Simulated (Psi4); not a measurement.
Psi4 1.11, B3LYP/def2-svpd: Y(Br)2(Me) ([CH3][Y]([Br])[Br]), 7 atoms. The geometry is a generated start, not checked to be a minimum at this level.

```json
{
  "task": "energy",
  "method": "b3lyp",
  "basis": "def2-svpd",
  "memory": "3 GB",
  "maxiter": "100",
  "keys_of_the_molecule_block": "symmetry c1",
  "scf_type": "df (default)",
  "e_convergence": "1e-06 (default)",
  "d_convergence": "1e-06 (default)",
  "dft_radial_points": "75 (default)",
  "dft_spherical_points": "302 (default)",
  "effective_core_potentials": "those of the basis set, past Kr",
  "basis_functions": "160",
  "grid_points": "151747"
}
```

```xyz
7

Y     -0.8105     0.2351    -0.5938
Br    -3.0763    -1.0974    -1.1027
Br    -1.3773     2.4575    -1.9670
C      1.0590    -0.3210     0.7370
H      1.5163     0.5428     1.2231
H      1.8643    -0.7912     0.1652
H      0.8246    -1.0259     1.5382
```

Charge 0 and multiplicity 1 are set for this test and not shown to be the ground state.

With the defaults (diis = true, scf_initial_accelerator = adiis, damping_percentage = 0, diis_max_vecs = 10, guess = auto, which took SAD) it converges in 10 SCF iterations. One run each on 2 threads, with these changes:
- diis_max_vecs = 6
- damping_percentage = 20
- diis = false, scf_initial_accelerator = none, damping_percentage = 60
- diis_max_vecs = 20
- guess = sapgau
- guess = sadno
- guess = modhuckel
- scf_initial_accelerator = ediis
- scf_initial_accelerator = none

Task: Which runs fail or end elsewhere than the default run?

Result: No convergence: diis = false, scf_initial_accelerator = none, damping_percentage = 60 (the run ends without SCF convergence in 100 iterations). The rest reach the solution of the defaults.

```
setting                                                                SCF iterations             end
---------------------------------------------------------------------  --------------  --------------
the defaults                                                                       10   same solution
diis_max_vecs = 6                                                                  10   same solution
scf_initial_accelerator = ediis                                                    10   same solution
guess = modhuckel                                                                  10   same solution
scf_initial_accelerator = none                                                     10   same solution
guess = sadno                                                                      10   same solution
diis_max_vecs = 20                                                                 10   same solution
guess = sapgau                                                                     15   same solution
damping_percentage = 20                                                            19   same solution
diis = false, scf_initial_accelerator = none, damping_percentage = 60             100  no convergence
```
